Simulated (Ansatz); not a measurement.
A periodic model of amorphous Ti$_{20}$O$_{42}$Sn:

```xyz
63
Lattice="9.1854 -0.0022 -0.1526 -0.0022 9.2170 -0.0012 -0.1526 -0.0012 9.1893" Properties=species:S:1:pos:R:3 pbc="T T T"
Ti     6.6442     5.1169     4.4682
Ti     1.7008     6.8158     7.8832
Ti     5.3806     3.2322     7.1453
Ti     3.7606     5.7125     5.4978
Ti     0.9386     5.4086     1.1921
Ti     4.3159     8.4169     4.2354
Ti     6.3085     9.1151     6.3619
Ti     7.0813     7.5197     0.0079
Ti     2.8090     8.9443     0.8755
Ti     7.4200     8.9402     2.7570
Ti     6.0989     2.6189     2.8277
Ti     0.6308     2.2325     2.0160
Ti     3.1036     2.3889     4.6808
Ti     7.1245     4.5593     0.6525
Ti     8.7377     2.2831     4.7060
Ti     8.9950     3.5915     7.7334
Ti     5.0191     6.4078     2.0174
Ti     0.8642     0.5598     7.0452
Ti     5.8077     0.8376     0.3149
Ti     3.7960     3.3126     0.9964
O      2.8442     4.2869     5.0802
O      7.1306     3.9103     7.9677
O      1.1667     2.5698     3.7285
O      1.9964     3.4216     1.2534
O      8.3952     6.1600     0.4878
O      5.2857     8.4022    -0.0852
O      9.0610     8.5312     3.4306
O      6.0034     2.9323     0.9238
O      5.8244     0.8572     2.2932
O      6.3202     8.9533     4.4223
O     -0.0745     3.6013     6.0872
O      2.7487     7.1105     4.5994
O      8.0886     6.0156     4.8114
O      1.4436     0.6308     1.6068
O      0.7459     7.6840     6.4643
O      4.2954     2.9197     3.0240
O      3.9166     7.8876     2.1927
O      8.8419     3.7262     0.8942
O      6.5962     4.6895     2.5596
O      1.8549     1.4934     5.9701
O      3.8646     1.2637     0.6456
O      2.0320     8.8157     8.2781
O      8.1319     1.7948     2.7853
O      4.6655     8.3810     6.0928
O      5.4731     4.8460     6.0167
O      7.1963     7.9023     7.3836
O      0.8801     5.0881     8.2346
O      3.3683     0.6309     3.9806
O      6.0483     1.3872     7.6351
O      3.1942     6.2043     7.1962
O      6.9629     3.1576     4.5307
O      8.3715     0.8737     5.8073
O      6.7207     7.3900     2.1626
O      0.8736     5.7199     2.9230
O      1.9254     6.9201     0.6234
O      4.1049     3.5387     8.3183
O      5.1036     6.2952     4.0018
O      5.9299     5.9468     0.2524
O      7.5906     0.0162     0.6847
O      0.3444     1.8748     8.2659
O      3.9195     5.0616     1.5275
O      4.5326     2.3193     5.7515
Sn     0.6757     6.9892     4.5026
```

Calculation: PBE, scalar-relativistic without spin-orbit coupling (plane waves to 420 eV, PAW; Ansatz, an electronic-structure program).

A CHGNet melt-quench gave the starting glass, which DFT then relaxed. O atoms were pushed apart under 1.9 Å during the dynamics, to hinder bonds among them. The hot cell started wider than the set density and was brought back towards it in steps. It is the lowest in DFT energy of 2 quenches. It is a model cell: composition and starting density were chosen by hand, and all elements were melted together. No dispersion term was used. Its density started from a set value of 3.73 and ended at 3.73 g/cm³. Cooling (nominally 240 K/ps over its main leg) ran many orders faster than in experiment, which tends to leave more defects and strain. Values belong to this one cell and scatter from quench to quench. The volume was held where the preparation left it and the shape relaxed, at a PBE pressure of -0.3 GPa (tension). On a 2×2×2 Γ-centred mesh force components of up to 0.17 eV/Å stay, since the relaxation ran on the zone centre alone.

Cut-offs for bonds: Ti-Ti 3.12 Å, Ti-O 2.50 Å, Ti-Sn 3.09 Å, O-O 1.58 Å, O-Sn 2.46 Å, Sn-Sn 3.06 Å. Two cations that share two anions don't count as bonded, nor two that share one unless they lie closer than Ti-Ti 3.04 Å, Ti-Sn 3.01 Å, Sn-Sn 2.97 Å.

Task: Give the coordination numbers, mean bond lengths and angles.

Result: 
| Property | Result |
|---|---|
| Mean coordination of Ti by anions | 5.50 (10 with 5, 10 with 6) |
| Mean coordination of O | 2.74 (16 with 2, 21 with 3, 5 with 4) |
| Mean coordination of Sn by anions | 5.00 (1 with 5) |
| Mean Ti-O bond | 1.973 Å (spread 0.143 Å, 110 counted) |
| Mean O-Sn bond | 2.048 Å (spread 0.043 Å, 5 counted) |
| Bond angle at Ti | mean 104.7°, spread 28.0° |
| Bond angle at O | mean 117.3°, spread 19.7° |
| Bond angle at Sn | mean 106.9°, spread 25.3° |

Task: List the pairs of like atoms that count as bonded by the rules above.

Result: There are none by these rules.
